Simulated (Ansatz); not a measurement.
The parent structure is SrZrO₃ in the cubic perovskite structure (space group Pm-3m, No. 221; a = 4.130 Å).

Now apply this change: cell and atoms relaxed at a pressure of 0.3 GPa.

Levels (all Ansatz, a first-principles code, PAW): PBEsol (420 eV, no spin-orbit coupling); PBEsol+SOC (420 eV, spin-orbit coupling included).

The geometry is relaxed with PBEsol.

| Item | Value |
|---|---|
| PBEsol lowest conduction level above the VBM at special points | Γ 3.31 eV; X 3.76 eV; M 5.94 eV; R 6.12 eV |
| PBEsol smallest direct gap | 3.57 eV |

Problem. How does going to PBEsol+SOC change the lowest conduction level above the VBM at special points, electron mass and smallest direct gap?

Solution. The lowest conduction level above the VBM at special points becomes Γ 3.28 eV; X 3.75 eV; M 5.91 eV; R 6.11 eV (PBEsol: Γ 3.31 eV; X 3.76 eV; M 5.94 eV; R 6.12 eV); the electron mass (degenerate bands, along [100]) comes out as 0.35, 0.81 mₑ (at Γ); the smallest direct gap drops by 0.067 eV to 3.51 eV.

Single points use the geometry relaxed with PBEsol. Differences between runs with and without spin-orbit coupling are approximate. Load acts through the strain it causes; cell and atoms are relaxed under it. Effective masses come from finite differences of ±0.01 Å⁻¹. Stability against distortions was not tested. Many cubic perovskites are stable only at high temperature; tilts and polar distortions were not tested.
